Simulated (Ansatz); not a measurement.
Take Pd in the fcc (Cu type) structure (space group Fm-3m, No. 225; a = 3.841 Å; relaxed with 0.1 eV smearing) as the base.

All numbers come from Ansatz (a program for electronic structure) LDA, no spin-orbit coupling.

Before the change:

| Property | Value |
|---|---|
| Pressure | 0.0 GPa |
| Band gap | zero |

The change: the cell is scaled by 1.0100 in all directions, atoms relaxed at fixed cell.

**Question.** Estimate the effect on the pressure.

**Answer.** The pressure goes from zero to -6.2 GPa.

**Question.** What happens to the energy relative to the base?

**Answer.** The energy goes up by 8.6 meV/atom.

**Question.** What does the calculation give for the band gap after the change?

**Answer.** The band gap stays zero.

The cells carry an imposed strain or load. Stability against distortions was not tested. The final runs are not spin-polarised. Pd lies near a magnetic instability that expansion can trigger; it was not tested.
